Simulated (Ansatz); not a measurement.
Consider these faces of fluorite, relaxed from ideal cuts in 1x1 cells: (110), (111), (211).

Computed with PBE (plane waves to 420 eV, PAW; Ansatz, an electronic-structure program).

Question: Put the candidates in order of surface energy, lowest first, for PBE.

Answer: (111) (0.37 J/m²), (110) (0.59 J/m²), (211) (0.75 J/m²)
